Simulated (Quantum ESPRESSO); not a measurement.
Short convergence ladders for SbAs (R3m, 2 atoms in the cell)

```
CELL_PARAMETERS angstrom
      2.02662     1.17007     3.70544
     -2.02662     1.17007     3.70544
      0.00000    -2.34014     3.70544
ATOMIC_POSITIONS crystal
  Sb 0.23360 0.23360 0.23360
  As 0.77090 0.77090 0.77090
```

Base method: LDA (PZ), GBRV 1.5 ultrasoft (LDA) pseudopotentials (plane waves; Quantum ESPRESSO).

Base settings: ecutwfc = 40 Ry; ecutrho = 200 Ry; occupations = smearing; smearing = fd; degauss = 0.0073499 Ry; potentials = {Sb: sb_lda_v1.4.uspp.F.UPF, As: as_lda_v1.uspp.F.UPF}; K_POINTS = automatic 7 7 7 0 0 0; conv_thr = 1e-09 Ry; mixing_beta = 0.4.

The count of work is k-points × plane waves × bands × iterations; it is no time. Core times come from one kind of shared machine, to one figure; runs under 30 s give none.

**Shifted k-point meshes**

Only quantities that move along the ladder and can be compared are tabulated.

| K_POINTS | free energy less the last step's (meV/atom) | pressure (GPa) | largest difference of a force vector from the last step's (eV/Å) | count of work / last | core time / last (rough) |
|---|---|---|---|---|---|
| automatic 2 2 2 1 1 1 | -111.66 | -1.09 | 0.276 | 0.0022 | – |
| automatic 4 4 4 1 1 1 | -22.18 | -2.93 | 0.244 | 0.010 | – |
| automatic 6 6 6 1 1 1 | -13.70 | -3.26 | 0.074 | 0.031 | – |
| automatic 8 8 8 1 1 1 | -6.07 | -3.21 | 0.018 | 0.067 | 0.2 |
| automatic 10 10 10 1 1 1 | -2.36 | -3.21 | 0.004 | 0.12 | 0.2 |
| automatic 13 13 13 1 1 1 | -0.27 | -3.19 | 0.008 | 0.26 | 0.3 |
| automatic 21 21 21 1 1 1 | 0.00 | -3.18 | 0.000 | 1.0 | 1 |

Coarsest K_POINTS that holds the forces within 0.02 eV/Å of the last step, with all finer ones: automatic 8 8 8 1 1 1, at 0.067 of the last step's count of work and about 0.2 of the last step's time; the step before is off by 0.074 eV/Å.

Coarsest K_POINTS that holds the pressure within 0.5 GPa of the last step, with all finer ones: automatic 4 4 4 1 1 1, at 0.010 of the last step's count of work; the step before is off by 2.1 GPa.

Coarsest K_POINTS that holds the free energy within 5 meV/atom of the last step, with all finer ones: automatic 10 10 10 1 1 1, at 0.12 of the last step's count of work and about 0.2 of the last step's time; the step before is off by 6.1 meV/atom.

**The width of Fermi-Dirac smearing**

In this ladder: K_POINTS = automatic 12 12 12 0 0 0.

Narrow widths need finer meshes than wide ones, so the last steps can hold mesh noise.

Only quantities that move along the ladder and can be compared are tabulated; pressure and forces are left out, as mesh noise rules them at narrow widths.

| degauss | free energy less the last step's (meV/atom) | energy extrapolated to zero width less the last step's (meV/atom) | core time / last (rough) |
|---|---|---|---|
| 0.073499 Ry | -735.06 | 120.16 | 0.6 |
| 0.036749 Ry | -133.07 | 35.63 | 0.4 |
| 0.02205 Ry | -34.23 | 10.21 | 0.6 |
| 0.0073499 Ry | 0.00 | 0.00 | 1 |

Widest degauss that holds the free energy within 5 meV/atom: not settled: the last two steps still differ by 34 meV/atom, over half the tolerance, so the ladder does not show it.

Widest degauss that holds the energy extrapolated to zero width within 2 meV/atom: not settled: the last two steps still differ by 10 meV/atom, over half the tolerance, so the ladder does not show it.

The extrapolation to zero width removes most of the smearing's effect on the energy.

**The SCF threshold**

The mesh stays at the base's, so the ladder's end is converged at best in this setting alone.

Only quantities that move along the ladder and can be compared are tabulated.

```csv
conv_thr,free energy less the last step's (meV/atom),pressure (GPa),largest difference of a force vector from the last step's (eV/Å),count of work / last
0.0073 Ry,9.07,-37.50,0.077,0.23
7.3e-05 Ry,0.05,-2.59,0.101,0.38
7.3e-07 Ry,0.00,-3.37,0.010,0.54
7.3e-09 Ry,0.00,-3.28,0.001,0.62
1e-09 Ry,0.00,-3.29,0.000,0.77
7.3e-12 Ry,0.00,-3.29,0.000,0.92
7.3e-14 Ry,0.00,-3.29,0.000,1.0
```

Coarsest conv_thr that holds the free energy within 5 meV/atom of the last step, with all finer ones: 7.3e-05 Ry, at 0.38 of the last step's count of work; the step before is off by 9.1 meV/atom.

Coarsest conv_thr that holds the forces within 0.005 eV/Å of the last step, with all finer ones: 7.3e-09 Ry; the step before is off by 0.010 eV/Å.

Coarsest conv_thr that holds the pressure within 0.5 GPa of the last step, with all finer ones: 7.3e-07 Ry; the step before is off by 0.71 GPa.

On the base run: the starting cell comes from a database of computed structures (which also holds hypothetical and non-ambient phases and stackings), without a prior relaxation at this level. Its lattice was rescaled by up to half a per cent. One atom was moved a little off its site on purpose. In the base run, with a pressure of about -3 GPa the cell is away from its equilibrium volume at this level. The run gives no clean gap (levels at the Fermi energy touch, overlap or are partly filled at this smearing), which alone does not show that the compound is a metal.

Left out of this page: 2 runs of the series outside the window shown, repeating another row's setting, or not comparable.
